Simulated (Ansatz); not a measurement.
Ansatz (an electronic-structure program) run on TePb2Se (R3m, 4 atoms in the cell): relaxation of the atoms.

Method: LDA (PW92), default PAW files made with PBE (plane waves; Ansatz).

The change in words: one atom moved by 0.15 angstrom; relax: default → atoms; relax.f_tol: default → 0.001 eV/Å. Reference geometry:
```
CELL_PARAMETERS angstrom
      2.23586     1.29088     7.29832
     -2.23586     1.29088     7.29832
      0.00000    -2.58175     7.29832
ATOMIC_POSITIONS crystal
  Te 0.50000 0.50000 0.50000
  Pb 0.74470 0.74470 0.74470
  Pb 0.25530 0.25530 0.25530
  Se 0.00000 0.00000 0.00000
```

Reference input (self-consistent single point, DFT, LDA (PW92), plane waves, default PAW files made with PBE): basis.ecutwfc = 30.9 Ry; kpoints.mp_grid.grid = 7 7 7; hamiltonian.xc = lda; hamiltonian.pseudopotentials = {kind: paw} (the program's default PAW files); scf.occupations.method = fixed. This run's input differs from it in these lines:

```diff
@@ -7,3 +7,3 @@
   atoms:
-    - { symbol: Te, position: [0.500000, 0.500000, 0.500000] }
+    - { symbol: Te, position: [0.506851, 0.506851, 0.506851] }
     - { symbol: Pb, position: [0.744696, 0.744696, 0.744696] }
@@ -20,2 +20,4 @@
   occupations: { method: fixed }
+relax:
+  f_tol: 0.001
 output:
```

Log, with long lists cut:

```
   [... SCF lines of the steps left out ...]
relax step   1: F+E_penalty+E_count = -35416.81364879 eV  Δ(F+E_penalty+E_count) = +0.000e0 eV  max|allowed force component| = 4.364e-1 eV/Å  Δτ_max = 0.0000 Å  (7 SCF iters, dr2 threshold 1.00e-7 eV, accepted)
relax step   2: F+E_penalty+E_count = -35416.83399986 eV  Δ(F+E_penalty+E_count) = -2.035e-2 eV  max|allowed force component| = 2.465e-1 eV/Å  Δτ_max = 0.1308 Å  (5 SCF iters, dr2 threshold 1.19e-5 eV, accepted)
   [... lines left out ...]
relax step  10: F+E_penalty+E_count = -35416.84620397 eV  Δ(F+E_penalty+E_count) = -9.452e-7 eV  max|allowed force component| = 3.258e-4 eV/Å  Δτ_max = 0.0027 Å  (6 SCF iters, accepted)
relax step  11: F+E_penalty+E_count = -35416.84619684 eV  Δ(F+E_penalty+E_count) = +7.125e-6 eV  max|allowed force component| = 6.546e-3 eV/Å  Δτ_max = 0.0063 Å  (6 SCF iters, rejected (line search))
relax step  12: F+E_penalty+E_count = -35416.84620437 eV  Δ(F+E_penalty+E_count) = -4.034e-7 eV  max|allowed force component| = 1.952e-4 eV/Å  Δτ_max = 0.0030 Å  (6 SCF iters, accepted)
the relaxation is at rest under the 6 symmetry operations that the run kept from its start: a minimum is not shown …
Free energy (F): -35416.846204 eV
Internal energy: -35416.846204 eV  (E = F + TS)
E sigma→0 (E₀):  -35416.846204 eV
Fermi energy:    8.251564 eV
--- Forces (eV/Å), atoms counted from 1 ---
  atom   1  Te     0.00000000     0.00000000    -0.00019303
  atom   2  Pb     0.00000000     0.00000000    -0.00002887
  atom   3  Pb     0.00000000     0.00000000     0.00008664
  atom   4  Se     0.00000000    -0.00000000     0.00014379
--- Stress (GPa, compression-positive) ---
       -2.598657       0.000000       0.000000
        0.000000      -2.598657       0.000000
   [... lines left out ...]
  atoms:
    - { symbol: Te, position: [0.5019567375416785, 0.5019567375416785, 0.5019567375416785] }
    - { symbol: Pb, position: [0.7459404932920144, 0.7459404932920144, 0.7459404932920145] }
    - { symbol: Pb, position: [0.25693390999892984, 0.25693390999892984, 0.25693390999892984] }
    - { symbol: Se, position: [0.002019859167377376, 0.002019859167377376, 0.002019859167377375] }
```

The run converged. 

Summary of the result:
* **Free energy E − TS (on the zero of these files)**: -35416.8462 eV
* **Top of the valence band (on the code's own zero)**: 8.25 eV
* **Gap on the k-point mesh**: 0.53 eV
* **Pressure**: -2.60 GPa
* **Relaxation steps**: 12

The starting cell comes from a database of computed structures (which also holds hypothetical and non-ambient phases and stackings), without a prior relaxation at this level. Its lattice was rescaled by up to half a per cent. For this run, on top of that: one atom moved by 0.15 angstrom. Spin-orbit coupling is off. The relaxation keeps the symmetry of its start, so its end need not be a minimum. Ansatz's pressure includes its estimate of the finite-basis (Pulay) stress.

Cost on one core of a shared machine: roughly 4 min.

Keys are those of Ansatz 0.2.
